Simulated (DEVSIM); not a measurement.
Device: Mo/SiO2/p-InP capacitor, at 300 K.

```csv
layer (left to right),material,thickness (nm),Na (cm⁻³)
1,SiO2,2.00,-
2,InP,14000,2e15
```

Metal gate on the left, work function 4.6 eV. Fixed charge at the semiconductor interface 9.5e11 cm⁻² (in units of +e); no interface traps.

This is a model device: material constants are rounded textbook-type values typed into the input, and sizes, dopings and lifetimes were drawn at random. Values at 300 K.

```
parameter      SiO2     InP
-------------  ----  ------
gap (eV)          9   1.344
affinity (eV)   0.9    4.38
permittivity    3.9    12.5
Nc (cm⁻³)         -  5.7e17
Nv (cm⁻³)         -  1.1e19
```

Simulated with DEVSIM: 1D Poisson equation in equilibrium, Boltzmann statistics, complete ionisation; no quantum confinement or tunnelling. Metal contacts follow the ideal Schottky-Mott rule: no Fermi-level pinning, no interface dipoles.

The interface trap density was swept, all else fixed.

| interface trap density (cm^-2 eV^-1) | flat-band voltage (V) | minimum of the low-frequency capacitance (μF/cm²) | threshold voltage (band bending 2φF) (V) |
|---|---|---|---|
| 0 | -0.99 | 0.0146 | 0.00 |
| 1e10 | -0.99 | 0.0162 | 0.00 |
| 1e11 | -0.99 | … | 0.01 |
| 3e11 | -1.00 | 0.0606 | 0.02 |
| 1e12 | -1.03 | 0.159 | 0.05 |
| 2e12 | -1.07 | 0.281 | 0.10 |

Question: Fill in the missing entries.

Answer: 
- 1e11, minimum of the low-frequency capacitance (μF/cm²): 0.0302
